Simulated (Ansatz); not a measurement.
An Ansatz (an electronic-structure program) input (r2SCAN/PAW in Ansatz, no SOC):

Ansatz 0.2 input:
```yaml
crystal:
  lattice:
    - [2.73150687, 0, 0]
    - [0, 2.73150687, 0]
    - [1.365753435, -1.365753435, 1.9905935724]
  atoms:
    - { symbol: Pt, position: [0, 0, 0] }
basis: { ecutwfc: 500, ecutrho_ratio: 4, xc_grid: 4, fft_grid_basis: typed }
kpoints: { mp_grid: { grid: [29, 29, 29] } }
hamiltonian:
  xc: r2scan
  dispersion: none
  pseudopotentials: { kind: paw }
scf: { occupations: { method: fermi_dirac, width: 0.1 } }
relax: { f_tol: 0.005, max_steps: 50, cell: { stress_tol: 0.01, fix: [a, b, gamma] } }
output: { forces: true, stress: true }
checkpoint: { write: state.ck, write_every: 1000 }
```

Q: Which symmetry and how many k-points will the program report, and about how many plane waves at Γ?

A: Space group I4/mmm (ITA 139) with 16 operations, k-points 1800 of 24389, and 363 plane waves at Γ.

Q: And the final pressure?

A: 3.75 GPa (compression positive).

The cells carry an imposed strain or load. Whether these cells are dynamically stable was not tested. The final runs are not spin-polarised. The cell was made from Pt in the fcc (Cu type) structure (space group Fm-3m, No. 225) by this change: biaxial strain −2.00 %, plane normal [001], relaxed out of plane.
